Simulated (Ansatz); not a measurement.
We consider CsCl-type CoAl, described by Hartree–Fock (Ansatz, a quantum-chemistry and plane-wave program, plane waves, PAW).

Excerpt of the program's output:

```
WARN output.stress: scf.exx.energy_threshold = 1e-6 eV is looser than the 2e-8 eV advised for a stress under a hybrid functional (1e-8 eV for each atom of the …
Crystal: 2 atoms, lattice volume = 24.105 Å³
Basis set: ecut = 460 eV, 515 PW (Γ), exchange–correlation on 48×48×48 points (8 copies of the dense FFT grid, shifted against one another)
Bands: 14, of which v1, the nominal top of the filled ones, is band 10 counted from 1 (9 counted from 0)
Symmetry: 48 space group operations
Space group: Pm-3m (ITA 221), of the structure as read, at distance tolerance 2.9e-5 Å
k-points: 56 of 1000
Functional: x = pbe(κ = 0.804, μ = 0.2195149727645171), c = none, warm-up for x = 0 pbe(κ = 0.804, μ = 0.2195149727645171) + 1 exact, c = none
SCF iter   1: F=—  HF=-5615.903786 eV  |F-HF|=—  |Δ(HF+E_count)|=         —  Δρ=2.08e-2  dr2=5.23e-2
SCF iter   2: F=—  HF=-5615.895474 eV  |F-HF|=—  |Δ(HF+E_count)|=   8.31e-3  Δρ=3.67e-3  dr2=1.32e-3
  ...
SCF 1 converged in 8 iterations: F = -5615.895560 eV  dr2 = 4.75e-11
Crystal: 2 atoms, lattice volume = 24.105 Å³
Initial density: handed on by an earlier stage of this run
Functional: x = 0 pbe(κ = 0.804, μ = 0.2195149727645171) + 1 exact, c = none
  ...
Crystal: 2 atoms, lattice volume = 24.105 Å³
SCF 10 converged in 8 iterations: F = -5611.473095 eV  dr2 = 2.29e-12
Crystal: 2 atoms, lattice volume = 24.105 Å³
SCF 11 converged in 9 iterations: F = -5611.497807 eV  dr2 = 1.09e-12
Crystal: 2 atoms, lattice volume = 24.105 Å³
SCF 12 converged in 9 iterations: F = -5611.509208 eV  dr2 = 1.98e-12
Crystal: 2 atoms, lattice volume = 24.105 Å³
SCF 13 converged in 9 iterations: F = -5611.515404 eV  dr2 = 2.08e-12
Crystal: 2 atoms, lattice volume = 24.105 Å³
Crystal: 2 atoms, lattice volume = 24.105 Å³
Crystal: 2 atoms, lattice volume = 24.105 Å³
SCF 16 converged in 8 iterations: F = -5611.522610 eV  dr2 = 1.52e-12
Crystal: 2 atoms, lattice volume = 24.105 Å³
SCF 17 converged in 8 iterations: F = -5611.522610 eV  dr2 = 7.24e-13
Crystal: 2 atoms, lattice volume = 24.105 Å³
SCF iter   5: F=—  HF=-5611.522610 eV  |F-HF|=—  |Δ(HF+E_count)|=  3.46e-11  Δρ=3.41e-7  dr2=2.65e-11
SCF iter   6: F=-5611.522610 eV  HF=-5611.522610 eV  |F-HF|=1.82e-12  |Δ(HF+E_count)|=  8.19e-12  Δρ=6.20e-8  dr2=4.09e-13
SCF 18 converged in 6 iterations: F = -5611.522610 eV  dr2 = 4.09e-13
Free energy (F): -5611.522610 eV
Internal energy: -5611.522610 eV  (E = F + TS)
E sigma→0 (E₀):  -5611.522610 eV
Fermi energy:    17.218379 eV
--- Forces (eV/Å), atoms counted from 1 ---
  atom   1  Al     0.00000000     0.00000000     0.00000000
  atom   2  Co     0.00000000    -0.00000000     0.00000000
--- Stress (GPa, compression-positive) ---
       -7.468379       0.000000       0.000000
       -0.000000      -7.468379       0.000000
        0.000000       0.000000      -7.468379
  P = ⅓ Tr σ = -7.4684 GPa (-74.684 kbar)
```

Question: Write an input file that could have produced this run (the log leaves some choices open).

Answer: One answer among several that fit: 
Ansatz 0.2 input:
```yaml
crystal:
  lattice:
    - [2.8886955407, 0.0, 0.0]
    - [0.0, 2.8886955407, 0.0]
    - [0.0, 0.0, 2.8886955407]
  atoms:
    - { symbol: Al, position: [0.5, 0.5, 0.5] }
    - { symbol: Co, position: [0.0, 0.0, 0.0] }
basis:
  ecutwfc: 460
  ecutrho_ratio: 4
  xc_grid: 2
kpoints:
  mp_grid: { grid: [10, 10, 10] }
hamiltonian:
  xc: hf
  dispersion: none
  pseudopotentials: { kind: paw }
scf:
  occupations: { method: fermi_dirac, width: 0.05 }
  convergence: { dr2_threshold: 0.0000000002 }
output:
  forces: true
  stress: true
  eigenvalues: true
```

The cell is one volume of an energy–volume scan, off the minimum.

The PAW data were made under PBE.
